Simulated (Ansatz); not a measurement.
Data:

```xyz
4
Lattice="2.4988 0.0000 0.0000 -1.2494 2.1640 0.0000 0.0000 0.0000 4.1609" Properties=species:S:1:pos:R:3 pbc="T T T"
C      0.0000     1.4427     0.0013
C      1.2494     0.7213     2.0817
C      0.0000     1.4427     1.5591
C      1.2494     0.7213     3.6395
```

These are r2SCAN, rigid bands (plane waves, PAW, scalar-relativistic; Ansatz, a first-principles code) values and carry that method's errors. Geometry: cell and atoms relaxed with PBEsol.

**Question.** Predict the hole conductivity mass (n e² τ/σ) at 300 K, by direction if it differs.

**Answer.** 0.44 (x), 0.44 (y), 0.65 (z) mₑ.

**Question.** What conductivity effective mass do dilute electrons have at 300 K?

**Answer.** 0.46 (x), 0.46 (y), 0.27 (z) mₑ.

**Question.** And the band gap?

**Answer.** 3.57 eV at this level; semilocal functionals usually fall short of the measured gap.

Rigid bands, one relaxation time for all states, no polarons. Spin-orbit coupling is left out. Geometry: cell and atoms relaxed with PBEsol.
